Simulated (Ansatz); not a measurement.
The reference is WSe$_{2}$ (space group P6_3/mmc, No. 194; a = 3.2790 Å, c = 12.7862 Å; layered, stacked along the Cartesian z axis). Axes: x lies along a and z along c of the hexagonal cell.

It is then changed as follows: uniaxial strain ε_zz = −0.60 %, all other strain components held at zero, atoms relaxed at fixed cell.

Method: plane-wave PAW DFT at the PBE-D3(BJ) level (Ansatz, a first-principles code, 420 eV), no spin-orbit coupling.

Base, band edges from the VBM (valence, conduction): K -0.19, 1.38; H -0.36, 1.38; M -1.06, 2.16; L -1.21, 2.18; A -0.20, 2.63; Γ 0.00, 2.63 eV.

Question: Give the band edges at the high-symmetry points of the new zone, measured from its valence-band maximum.

Answer: 
```tsv
point	valence edge (eV)	conduction edge (eV)
Γ	0.00	2.60
M	-1.08	2.13
K	-0.21	1.35
A	-0.20	2.60
L	-1.25	2.15
H	-0.39	1.35
```

The gap is 0.84 eV, indirect, Γ → K–Γ (47 % along).

Spin-orbit coupling, missing from the scalar runs, can matter with W. Stability against distortions was not tested.
